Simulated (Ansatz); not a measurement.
Consider C in the diamond structure (space group Fd-3m, No. 227; a = 3.554 Å). Axes: x, y, z lie along the cube axes.

The values are results of Ansatz (a quantum-chemistry and plane-wave program) PBEsol, no spin-orbit coupling, not measurements.

Strains are applied to the cell and any free atomic positions relax; under biaxial strain the out-of-plane vector relaxes too.

One change was made to it. Results:

| quantity | base | after |
|---|---|---|
| pressure (mean of the normal stresses, compression positive) | 0.00 GPa | 21.46 GPa |
| valence-band top at Γ (three highest levels, from the VBM) | 0.00, 0.00, 0.00 eV | 0.00, 0.00, -0.52 eV |

### Question
Which of these changes matches the shifts?
(A) biaxial strain −1.00 %, plane normal [001], relaxed out of plane
(B) biaxial strain −2.50 %, plane normal [001], relaxed out of plane
(C) biaxial strain −3.00 %, plane normal [001], relaxed out of plane
(D) biaxial strain +1.50 %, plane normal [001], relaxed out of plane
(E) biaxial strain +1.00 %, plane normal [001], relaxed out of plane

### Answer
B, biaxial strain −2.50 %, plane normal [001], relaxed out of plane. For comparison, the valence-band top at Γ in the other runs: biaxial strain −3.00 %, plane normal [001], relaxed out of plane gives 0.00, 0.00, -0.64 eV; biaxial strain +1.50 %, plane normal [001], relaxed out of plane gives 0.00, -0.28, -0.28 eV; biaxial strain −1.00 %, plane normal [001], relaxed out of plane gives 0.00, 0.00, -0.20 eV; biaxial strain +1.00 %, plane normal [001], relaxed out of plane gives 0.00, -0.19, -0.19 eV.

The levels and masses belong to the bands next to the band gap. Whether these cells are dynamically stable was not tested.
